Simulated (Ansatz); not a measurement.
Adsorption energy and surface dipole of Cl on the 1x1 (0001) surface of hcp Ti, one in a 2x1 cell, started at the site 'hollow Ti-Ti-Ti', worked from the runs' numbers; total energies count from the potentials' own zero.

Level of theory: PBE (plane waves to 420 eV, PAW; Ansatz, a program for electronic structure).

Set-up: 9 atoms, 6.8 Å thick at the start under the adsorbate (thin: gaps and levels are the slab's own); mesh 6x12x1; 0.1 eV smearing; dipole correction on; 4 atoms held, the rest relaxed; held to the start's symmetry, so lower structures may exist; no spin, no spin-orbit, no U, no dispersion correction. At the end it is bonded to 3 Ti. In PBE it is, or lies within 0.03 eV of, the lowest of the starts that converged.

```tsv
quantity	value
slab with the adsorbate	-21076.442 eV
clean slab, same cell and mesh	-19993.663 eV
reference, ½ Cl2(g)	-1079.444 eV
area of the cell	14.96 Å²
change of the step from the bottom to the top vacuum level	-0.234 eV
```

Task: What is the adsorption energy against this reference?

Result: E(slab + adsorbate) − E(slab) − E(reference) = -3.33 eV, so in this state the adsorbate is more stable than in the reference, at a coverage of 6.69 a nm².

Task: What dipole does adsorption add to the slab along the outward normal (Helmholtz relation, ε₀ = 0.005526 e/(V·Å))?

Result: p = −ε₀·A·ΔV = 0.019 e·Å = 0.09 D; its positive end points to the vacuum, which lowers the vacuum level.
